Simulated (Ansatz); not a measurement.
InGaAs₂ (P-4m2, No. 115, 4 atoms in the cell; start mp-1223781) was calculated with r²SCAN+SOC in Ansatz (plane waves, PAW).

Settings: plane-wave cutoff 560 eV, 14×14×10 k mesh (along the axes of the cell as run), Fermi–Dirac smearing 0.05 eV, PAW data made under PBE.

Cell (relaxed with PBEsol):

```yaml
crystal:
  lattice:
    - [4.14284, 0.00000, 0.00000]
    - [0.00000, 4.14284, 0.00000]
    - [0.00000, 0.00000, 5.90491]
  atoms:
    - { symbol: In, position: [0.00000, 0.00000, 0.50000] }
    - { symbol: Ga, position: [0.50000, 0.50000, 0.00000] }
    - { symbol: As, position: [0.50000, 0.00000, 0.76972] }
    - { symbol: As, position: [0.00000, 0.50000, 0.23028] }
```

Estimate the band gap that the calculation returns.


band gap: 0.24 eV (on the SCF k mesh)

Note: cell and atoms aren't relaxed at this level (pressure 0.5 GPa).

Computed values are for the static lattice.

The result took around 19 core-minutes (rough).

A start named mp-… is a Materials Project structure, which need not be a measured phase.

Ansatz is a first-principles code.
